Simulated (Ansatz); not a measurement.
# hypothetical P4_2/mnm ZnS with two functionals, pressure 7.5 GPa

Take ZnS (space group P4_2/mnm, No. 136; a = 6.6298 Å, c = 3.8613 Å; a hypothetical phase, not in the database extracts checked) as the base.

(Cell as relaxed with PBE.)

Levels (all Ansatz, an electronic-structure program, PAW): PBE (420 eV, spin-orbit coupling left out); PBEsol (420 eV, without spin-orbit coupling).

Each level relaxes its own structure.

| base | PBE | PBEsol |
|---|---|---|
| volume per atom | 21.22 Å³ | 20.22 Å³ |
| lattice parameter a | 6.630 Å | 6.518 Å |
| band gap | 2.17 eV | 2.24 eV |

One thing is altered: cell and atoms relaxed at a pressure of 7.5 GPa.

| quantity | PBE | PBEsol |
|---|---|---|
| volume per atom | 19.24 Å³ | [?] |
| band gap | 2.55 eV | [?] |

**Question.** What does PBEsol give?

**Answer.** 
- volume per atom, PBEsol: 18.50 Å³
- band gap, PBEsol: 2.57 eV

PBE's volume per atom lies 0.74 Å³ above PBEsol's (4.0 %); PBE's band gap lies 0.025 eV below PBEsol's. Neither level is exact; PBEsol is the comparison here, not a measurement.

Load acts through the strain it causes; cell and atoms are relaxed under it. No phonon test of stability was made. No other phases were tried under pressure.
